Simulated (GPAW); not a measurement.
Worked example: self-consistent single point of Sr₂SeS (P1, 4 atoms in the cell) in GPAW.

Method of the run: LDA (Perdew-Wang 92), GPAW PAW datasets LDA (gpaw-data 1.0.1) (plane waves; GPAW 25.7.0).

The change in words: atoms moved at random. Reference geometry:
```yaml
crystal:
  lattice:
    - [2.17815, 1.25756, 7.12217]
    - [-2.17815, 1.25756, 7.12217]
    - [0.00000, -2.51512, 7.12217]
  atoms:
    - { symbol: Sr, position: [0.24718, 0.24718, 0.24718] }
    - { symbol: Sr, position: [0.75282, 0.75282, 0.75282] }
    - { symbol: Se, position: [0.00000, 0.00000, 0.00000] }
    - { symbol: S, position: [0.50000, 0.50000, 0.50000] }
```

Reference input (self-consistent single point, DFT LDA (Perdew-Wang 92), plane waves, GPAW PAW datasets LDA (gpaw-data 1.0.1)): mode = pw; ecut = 550 eV; xc = LDA; kpts = 6 6 6; mesh shift (steps) = 0 0 0; occupations.name = fixed-uniform; nbands = -8; convergence.bands = -6; symmetry.symmorphic = false; symmetry.tolerance = 0.0005; maxiter = 100. This run's input differs from it in these lines:

```diff
@@ -8,6 +8,6 @@
                     [0.000000, -2.515117, 7.122173]],
-              scaled_positions=[[0.247180, 0.247180, 0.247180],
-                                [0.752820, 0.752820, 0.752820],
-                                [0.000000, 0.000000, 0.000000],
-                                [0.500000, 0.500000, 0.500000]],
+              scaled_positions=[[0.249504, 0.253262, 0.244278],
+                                [0.751526, 0.749543, 0.758557],
+                                [-0.001018, -0.008086, 0.000041],
+                                [0.499987, 0.505281, 0.497124]],
               pbc=True)
```

Output (repeated stretches shortened):

```
     iter     time        total  log10-change:
                         energy   eigst   dens
iter:   1 --:--:--   -21.817646   +0.46
iter:   2 --:--:--   -21.737621   +0.06  -1.12
iter:   3 --:--:--   -21.336671   -0.32  -1.16
iter:   4 --:--:--   -21.334268   -0.84  -1.44
iter:   5 --:--:--   -21.383060   -1.15  -1.48
iter:   6 --:--:--   -21.336692   -1.77  -1.86
iter:   7 --:--:--   -21.332225   -2.32  -2.34
iter:   8 --:--:--   -21.331569c  -3.03  -2.65
iter:   9 --:--:--   -21.331469c  -3.59  -3.00
iter:  10 --:--:--   -21.331432c  -4.28  -3.21
iter:  11 --:--:--   -21.331458c  -4.75  -3.43
iter:  12 --:--:--   -21.331431c  -5.32  -3.36
iter:  13 --:--:--   -21.331430c  -5.97  -3.77
iter:  14 --:--:--   -21.331430c  -6.53  -3.83
iter:  15 --:--:--   -21.331430c  -6.95  -3.89
iter:  16 --:--:--   -21.331429c  -7.21  -3.97
iter:  17 --:--:--   -21.331429c  -7.91c -4.12c
Converged after 17 iterations.

Dipole moment: (-0.626394, 0.438743, 2.898642) |e|*Ang

Energy contributions relative to reference atoms: (reference = -249635.227711)

Kinetic:        +16.411894
Potential:      -14.196411
External:        +0.000000
XC:             -23.137033
Entropy (-ST):   +0.000000
Local:           -0.409879
SIC:             +0.000000
--------------------------
Free energy:    -21.331429
Extrapolated:   -21.331429

Showing only first 2 kpts
 Kpt  Band  Eigenvalues  Occupancy
  0    14      3.77744    2.00000
  0    15      3.78469    2.00000
  0    16      6.69513    0.00000
  0    17      7.81548    0.00000

  1    14      3.48114    2.00000
  1    15      3.56723    2.00000
  1    16      7.42343    0.00000
  1    17      7.59438    0.00000

Fermi level: 4.86915

Gap: 2.169 eV
Transition (v -> c):
   [... lines left out ...]
Direct gap: 2.694 eV
   [... lines left out ...]
Energy (eV): -21.331429

Forces in eV/Ang:
  0 Sr    0.04175   -0.06123   -0.26316
  1 Sr   -0.00732    0.05500    0.00900
  2 Se   -0.06636    0.05252    0.37937
  3 S     0.03213   -0.04604   -0.12660

Stress tensor:
     0.019319     0.000247     0.000273
     0.000247     0.019949    -0.000223
     0.000273    -0.000223     0.020029
Stress (GPa, Voigt): [ 3.0953  3.1962  3.209  -0.0357  0.0437  0.0396]
```

The run converged in 17 iterations. GPAW prints stress with tension positive. Against the reference run the free energy rises by 5.2 meV/atom, the pressure moves little (-3.25 to -3.17 GPa), the largest force goes from 0.013 to 0.389 eV/Å and the gap on the mesh goes from 2.138 to 2.169 eV.

The starting cell comes from a database of computed structures (which also holds hypothetical and non-ambient phases and stackings), without a prior relaxation at this level. For this run, on top of that: atoms moved at random. With a pressure of about -3 GPa the cell is away from its equilibrium volume at this level.

Cost on one core of a shared machine: roughly 4 min.
